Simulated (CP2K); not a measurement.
Worked example: self-consistent single point of MnS (Fm-3m, 4 atoms in the cell) in CP2K.

Level of theory: PBE, GPW, DZVP-MOLOPT-SR-GTH basis, GTH-PBE potentials (GTH_POTENTIALS) (CP2K 2026.2).

The change in words: lattice scaled by 0.98. Reference geometry:
```yaml
crystal:
  lattice:
    - [6.23590, 0.00000, 0.00000]
    - [5.19658, 3.44702, 0.00000]
    - [5.19658, 1.56683, 3.07034]
  atoms:
    - { symbol: Mn, position: [0.00000, 0.00000, 0.00000], spin: 5.0 }
    - { symbol: Mn, position: [0.50000, 0.50000, 0.50000], spin: -5.0 }
    - { symbol: S, position: [0.25000, 0.25000, 0.25000] }
    - { symbol: S, position: [0.75000, 0.75000, 0.75000] }
```
(The spins are starting values, not results.)

Reference input (self-consistent single point, DFT PBE, GPW, DZVP-MOLOPT-SR-GTH basis, GTH-PBE potentials (GTH_POTENTIALS)): UKS = T; CUTOFF = 600 Ry; REL_CUTOFF = 50 Ry; SMEAR/METHOD = FERMI_DIRAC; ELECTRONIC_TEMPERATURE = 232.09 K; KPOINTS/SCHEME = MONKHORST-PACK 6 6 6; GAMMA_CENTERED = T; XC_FUNCTIONAL = PBE; Mn1/BASIS_SET = DZVP-MOLOPT-SR-GTH; Mn1/POTENTIAL = GTH-PBE-q15; Mn2/BASIS_SET = DZVP-MOLOPT-SR-GTH; Mn2/POTENTIAL = GTH-PBE-q15. This run's input differs from it in these lines:

```diff
@@ -66,5 +66,5 @@
     &CELL
-      A 6.23589600 0.00000000 0.00000000
-      B 5.19658000 3.44702100 0.00000000
-      C 5.19658000 1.56682800 3.07034300
+      A 6.11117800 0.00000000 0.00000000
+      B 5.09264800 3.37808100 0.00000000
+      C 5.09264800 1.53549100 3.00893600
       PERIODIC XYZ
```

Output, abridged:

```
 SCF WAVEFUNCTION OPTIMIZATION

  Step     Update method      Time    Convergence         Total energy    Change
     1 NoMix/Diag. 0.30E+00      -     0.89551448      -229.2943375236 -2.29E+02
     2 Broy./Diag. 0.30E+00      -     0.00951416      -227.6307798378  1.66E+00
     3 Broy./Diag. 0.30E+00      -     0.03297548      -228.3740082223 -7.43E-01
     4 Broy./Diag. 0.30E+00      -     0.01891122      -228.9768885726 -6.03E-01
     5 Broy./Diag. 0.30E+00      -     0.00450095      -228.6390256879  3.38E-01
     6 Broy./Diag. 0.30E+00      -     0.00660116      -228.6886332468 -4.96E-02
   [... 21 lines left out ...]
    28 Broy./Diag. 0.30E+00      -     0.00000573      -228.7415370451 -1.71E-04
    29 Broy./Diag. 0.30E+00      -     0.00000363      -228.7417903181 -2.53E-04
    30 Broy./Diag. 0.30E+00      -     0.00000145      -228.7416259302  1.64E-04
    31 Broy./Diag. 0.30E+00      -     0.00000078      -228.7416095201  1.64E-05
  *** SCF run converged in    31 steps ***

  Overlap energy of the core charge distribution:               0.00000000000001
  Self energy of the core charge distribution:               -396.14720660848337
  Core Hamiltonian energy:                                    107.84783808009311
  Hartree energy:                                              87.63502719116916
  Exchange-correlation energy:                                -28.07726818280954
  Electronic entropic energy:                                  -0.00000000005549
  Fermi energy:                                                 0.36971558519877

  Total energy:                                              -228.74160952008609
  Total energy (extrapolated to T->0):                       -228.74160952005835

   [... lines left out ...]

 STRESS| Analytical stress tensor [bar]
 STRESS|                        x                   y                   z
 STRESS|      x        7.37869512081E+04  -2.67034971250E+03  -1.63522542772E+03
 STRESS|      y       -2.67034971250E+03   8.18385451645E+04  -4.93006318780E+02
 STRESS|      z       -1.63522542772E+03  -4.93006318780E+02   8.23417642391E+04
 STRESS| 1/3 Trace                                             7.93224202039E+04
```

The run converged in 31 iterations. Against the reference run the free energy rises by 29.4 meV/atom, the pressure goes from 2.03 to 7.93 GPa and the gap on the mesh goes from 0.931 to 0.655 eV.

The starting cell has typed, rounded lattice constants, without a prior relaxation at this level. Its lattice was rescaled by a random factor within 2.5 % of one. For this run, on top of that: lattice scaled by 0.98. The magnetic order is the one reached from the typed start; others were not searched systematically. Values carry the incompleteness of an atom-centred basis. With a pressure of about 8 GPa the cell is away from its equilibrium volume at this level.

Cost on one core of a shared machine: roughly 4 min.
